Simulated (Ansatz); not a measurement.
Results of PBEsol (plane waves, PAW; Ansatz, a program for electronic structure) for Ti2InC (P6₃/mmc, No. 194; cell taken from a computed entry).

Numerical settings: plane-wave cutoff 520 eV, 24×24×4 k mesh (along the axes of the cell as run), Fermi–Dirac smearing 0.046 eV (set by the program), no spin polarisation, scalar-relativistic PAW data made under PBE.

Computed at the level's own relaxed cell.

Elastic tensor (GPa, Voigt notation, ions relaxed):

```
  305.2    72.4    60.3     0.0     0.0     0.0
   72.4   305.2    60.3     0.0     0.0     0.0
   60.3    60.3   263.2     0.0     0.0     0.0
    0.0     0.0     0.0    94.6     0.0     0.0
    0.0     0.0     0.0     0.0    94.6     0.0
    0.0     0.0     0.0     0.0     0.0   116.4
```

Q: Work out the Voigt, Reuss and Hill averages of the bulk and shear moduli, Young's modulus and Poisson's ratio from the printed constants.

A: K_V = [C11 + C22 + C33 + 2(C12 + C13 + C23)]/9 = [873.6 + 2 × 193.0]/9 = 140.0 GPa. G_V = [873.6 − 193.0 + 3 × 305.6]/15 = 106.5 GPa. From the compliances S = C⁻¹, K_R = 139.0 and G_R = 105.4 GPa. Hill means: K = 139.5, G = 106.0 GPa. E = 9KG/(3K + G) = 254 GPa, ν = (3K − 2G)/(6K + 2G) = 0.20, K/G = 1.32.

Note: the relaxation could not lower the start's symmetry, so the cell can be a saddle point above a distorted one.

The computed numbers hold no vibrational or temperature effects.
